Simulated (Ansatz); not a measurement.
Take ZnS in the wurtzite structure (space group P6_3mc, No. 186; a = 3.8070 Å, c = 6.2462 Å) as the base.

Levels (all Ansatz, an electronic-structure program, PAW, earlier PAW set): r2SCAN (500 eV, no spin-orbit coupling); HSE06 (420 eV, scalar-relativistic without spin-orbit coupling).

The geometry is relaxed with r2SCAN.

| Item | Value |
|---|---|
| r2SCAN lowest conduction level above the VBM at special points | Γ 2.77 eV; L 3.95 eV; M 4.04 eV |

Task: What does HSE06 give at this geometry for the lowest conduction level above the VBM at special points?

Result: The lowest conduction level above the VBM at special points becomes Γ 3.44 eV; L 4.68 eV; M 4.78 eV (r2SCAN: Γ 2.77 eV; L 3.95 eV; M 4.04 eV).

Single points use the geometry relaxed with r2SCAN. The levels and masses belong to the bands next to the band gap. No phonon test of stability was made.
